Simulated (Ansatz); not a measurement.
Levels about the gap of amorphous Si₃₀N₄₀W (71 atoms in a cell of 809 Å³, 3.26 g/cm³; zone centre alone, so wide bands show as single levels with stretches between that a denser mesh fills), at the geometry that PBE relaxed, where it gives 0.1 GPa on a denser mesh. The participation number counts the atoms over which a state spreads; weights are charges in smoothed Voronoi cells. The levels come from a single point, so bond lengths are those of that geometry. Method of the levels: PBE, scalar-relativistic without spin-orbit coupling (Ansatz, a first-principles code). Sampling: the zone centre alone; Fermi-Dirac width 0.02 eV; no spin polarisation. The usual formal charges leave 6 electrons over, so the level spacing at the Fermi energy parts defect or band states and needn't be the band gap. At PBE the levels at both edges of the gap are localised (band-tail or defect states), and the nearest spread-out levels lie 3.1 eV apart at the zone centre.

Preparation: random packing, a CHGNet melt and quench, and a DFT relaxation. N atoms were pushed apart under 1.9 Å during the dynamics, to hinder bonds among them. The hot cell started wider than the set density and was brought back towards it in steps. It is the lowest in DFT energy of 2 quenches. It is a model cell: composition and starting density were chosen by hand, and all elements were melted together. No dispersion term was used. Its density started from a set value of 3.27 and ended at 3.26 g/cm³. The quench (nominally 300 K/ps over its main leg) was far faster than any real one, so the model tends to hold more defects than a real film. One small periodic cell is one sample of the glass; other quenches scatter about these values. Volume and shape were free in the relaxation. On a 2×2×2 Γ-centred mesh force components of up to 0.19 eV/Å stay, since the relaxation ran on the zone centre alone.

| E - E(highest filled), eV | filling | participation number | largest on | weight N | weight Si | weight W |
|---|---|---|---|---|---|---|
| -1.74 | filled | 12.3 | N, 2 neighbours | 0.88 | 0.11 | 0.01 |
| -1.59 | filled | 11.7 | N, 2 neighbours | 0.86 | 0.13 | 0.00 |
| -1.52 | filled | 10.3 | N, 2 neighbours | 0.86 | 0.14 | 0.00 |
| -1.39 | filled | 6.2 | N, 2 neighbours | 0.88 | 0.12 | 0.01 |
| -1.23 | filled | 6.7 | N, 3 neighbours | 0.88 | 0.12 | 0.00 |
| -0.57 | filled | 4.0 | Si, 3 neighbours | 0.40 | 0.60 | 0.01 |
| 0.00 | filled | 3.6 | W, 6 neighbours | 0.31 | 0.18 | 0.51 |
| 1.00 | empty | 4.3 | W, 6 neighbours | 0.38 | 0.16 | 0.46 |
| 1.26 | empty | 29.1 | Si, 4 neighbours | 0.44 | 0.52 | 0.04 |
| 1.71 | empty | 5.8 | W, 6 neighbours | 0.40 | 0.20 | 0.39 |
| 1.98 | empty | 34.9 | Si, 4 neighbours | 0.44 | 0.49 | 0.07 |
| 2.16 | empty | 34.0 | Si, 4 neighbours | 0.42 | 0.57 | 0.01 |
| 2.22 | empty | 24.7 | W, 6 neighbours | 0.42 | 0.45 | 0.13 |
| 2.42 | empty | 35.1 | Si, 4 neighbours | 0.47 | 0.48 | 0.05 |

Most localised among these is the filled level at +0.00 eV, on a W atom, which has 6 neighbours (N 1.96 Å, N 1.98 Å, N 2.00 Å, N 2.11 Å, N 2.43 Å, Si 2.66 Å).
